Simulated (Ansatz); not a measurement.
What pressure −1 GPa does to Ag

Start from Ag in the fcc (Cu type) structure (space group Fm-3m, No. 225; a = 4.149 Å).

One thing is altered: hydrostatic tension (pressure −1 GPa).

The values are results of Ansatz (a first-principles code) PBE, no spin-orbit coupling, not measurements. k-mesh 19×19×19 (Γ-centred); smearing 0.05 eV (Fermi–Dirac).

- Volume per atom = 18.05 Å³ (base 17.85 Å³)
- Density = 9.92 g/cm³ (base 10.03 g/cm³)
- Lattice parameter a = 4.164 Å (base 4.149 Å)
- Shortest interatomic distance = 2.945 Å (base 2.933 Å)
- Band gap = zero (base zero)

Load acts through the strain it causes; cell and atoms are relaxed under it. Whether these cells are dynamically stable was not tested.
